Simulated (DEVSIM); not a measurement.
System: CdS/CdTe n-p heterojunction, at 300 K.

Layer 1 from the left is CdS, thickness (μm) 0.500, Nd (cm⁻³) 2.2e16, τn (s) 2.2e-9, τp (s) 2.2e-9. Layer 2 from the left is CdTe, thickness (μm) 0.410, Na (cm⁻³) 6.3e16, τn (s) 2.2e-10, τp (s) 2.2e-9.

Left contact: ohmic. Right contact: ohmic. Voltage is applied to the left contact. Recombination: SRH at mid-gap, Auger. Mobility is μmin + (μ − μmin)/(1 + (N/Nref)^α).

This is a model device: material constants are rounded textbook-type values typed into the input, and sizes, dopings and lifetimes were drawn at random. Values at 300 K.

CdS: gap (eV) 2.4, affinity (eV) 4.3, permittivity 9, Nc (cm⁻³) 2.2e18, Nv (cm⁻³) 1.8e19, μn (cm²/Vs) 300, μp (cm²/Vs) 25, μn,min 30, μp,min 3, Nref,n 1e17, Nref,p 1e17, αn 0.6, αp 0.6, Cn (cm⁶/s) 1e-30, Cp (cm⁶/s) 1e-30. CdTe: gap (eV) 1.5, affinity (eV) 4.28, permittivity 10.2, Nc (cm⁻³) 8e17, Nv (cm⁻³) 1.8e19, μn (cm²/Vs) 1000, μp (cm²/Vs) 80, μn,min 100, μp,min 10, Nref,n 1e17, Nref,p 1e17, αn 0.6, αp 0.6, Cn (cm⁶/s) 1e-30, Cp (cm⁶/s) 1e-30.

Simulated with DEVSIM: 1D drift-diffusion, Boltzmann statistics, complete ionisation; no tunnelling, impact ionisation, image-force lowering or self-heating. Band offsets follow the typed affinities; no thermionic-emission limit at abrupt steps, no polarisation charge.

Q: What does the simulation give for the dark forward voltage at 100 A/cm², the largest field in the device at zero bias?

A: dark forward voltage at 100 A/cm² 1.198 V; largest field in the device at zero bias 89000 V/cm.
